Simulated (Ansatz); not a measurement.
Ta3Sn (model structure, started from the D03 type, Fm-3m, No. 225, 4 atoms in the cell) was calculated with PBEsol (PAW; Ansatz, a first-principles code).

Settings: plane-wave cutoff 520 eV, 14×14×14 k mesh, Fermi–Dirac smearing 0.05 eV, scalar-relativistic PAW data made under PBE.

Cell (relaxed at this level):

```cif
data_Sn4Ta12
_chemical_formula_sum 'Sn4 Ta12'
_space_group_name_H-M_alt 'Fm-3m'
_space_group_IT_number 225
_space_group_name_Hall '-F 4 2 3'
_cell_length_a 6.63405
_cell_length_b 6.63405
_cell_length_c 6.63405
_cell_angle_alpha 90.000
_cell_angle_beta 90.000
_cell_angle_gamma 90.000
loop_
_atom_site_label
_atom_site_type_symbol
_atom_site_symmetry_multiplicity
_atom_site_Wyckoff_symbol
_atom_site_fract_x
_atom_site_fract_y
_atom_site_fract_z
_atom_site_occupancy
Sn1 Sn 4 a 0.00000 0.00000 0.00000 1
Ta1 Ta 4 b 0.50000 0.50000 0.50000 1
Ta2 Ta 8 c 0.25000 0.25000 0.25000 1
```
(The calculation used a cell of 4 atoms; values per cell refer to that cell.)

Question: Give the computed bulk modulus.

Answer: 
- bulk modulus = 190 GPa

The run finds no gap.

Note: the bulk modulus is −V dP/dV from two relaxed cells at ±2 % in volume; the relaxation could raise the start's symmetry but not lower it, so the cell can be a saddle point.

Spin–orbit coupling is not included.

Computed values are for the static lattice.

Computing time: very roughly 2.1 core-minutes.

A model structure was made by putting elements into a prototype or built by hand; it is no filed structure, need not be a known phase, and can be a saddle point held by its symmetry.
